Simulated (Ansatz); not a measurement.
Amorphous Hf16Ti2O36

The cell was made by melting and quenching with the CHGNet potential and then relaxed with DFT. O atoms were pushed apart under 1.9 Å during the dynamics, to hinder bonds among them. The hot cell started wider than the set density and was brought back towards it in steps. It is the lowest in DFT energy of 2 quenches. It is a model cell: composition and starting density were chosen by hand, and all elements were melted together. No dispersion term was used.

Methods: PBE, scalar-relativistic without spin-orbit coupling (Ansatz, a program for electronic structure); r2SCAN, scalar-relativistic without spin-orbit coupling (Ansatz); HSE06, scalar-relativistic without spin-orbit coupling (Ansatz). Geometry, pressure, stress and energy are those of the PBE run. Its sampling: a 2×2×2 Γ-centred mesh; Fermi-Dirac width 0.02 eV; no spin polarisation. Other functionals are single points at the zone centre (r2SCAN at 500 eV; exact exchange cut at the cell's faces), free to take moments where seeds were set. At PBE the levels at the empty edge of the gap are localised (band-tail or defect states), and the nearest spread-out levels lie 4.2 eV apart at the zone centre.

| Property | Result |
|---|---|
| Number of atoms in the cell | 54 |
| Density (volume relaxed, without dispersion) | 8.08 g/cm³ |
| Volume per atom | 13.42 Å³ |
| Pressure on a 2×2×2 Γ-centred mesh | 0.07 GPa |
| Largest force and stress component on that mesh (the relaxation ran on the zone centre alone) | 0.11 eV/Å and 0.1 GPa |
| Energy relative to HfO2 (P2_1/c) + anatase TiO2 (lowest mix at this level among the phases computed, not always the ambient ones) | 0.179 eV/atom |
| Level gap on a 2×2×2 Γ-centred mesh (PBE) | 3.25 eV |
| Level gap at the zone centre (PBE) | 3.35 eV |
| Level gap at the zone centre (r2SCAN) | 3.73 eV |
| Level gap at the zone centre (HSE06) | 4.97 eV |

Neighbours within Hf-Hf 3.34 Å, Hf-Ti 3.23 Å, Hf-O 2.64 Å, Ti-Ti 3.12 Å, Ti-O 2.49 Å, O-O 1.58 Å count as bonded. Two cations that share two anions don't count as bonded, nor two that share one unless they lie closer than Hf-Hf 3.25 Å, Hf-Ti 3.15 Å, Ti-Ti 3.04 Å.

The mean coordination of Hf by anions comes out as 6.12 (2 with 5, 10 with 6, 4 with 7), the mean coordination of Ti by anions is 5.50 (1 with 5, 1 with 6) and the mean coordination of O comes out as 3.03 (5 with 2, 25 with 3, 6 with 4). The mean Hf-O bond is 2.134 Å (spread 0.122 Å, 98 counted) and the mean Ti-O bond is 2.014 Å (spread 0.237 Å, 11 counted).

Its density started from a set value of 8.35 g/cm³. The quench (nominally 380 K/ps over its main leg) was far faster than any real one, so the model tends to hold more defects than a real film. A cell of this size samples the disorder only roughly. Volume and shape were free in the relaxation.
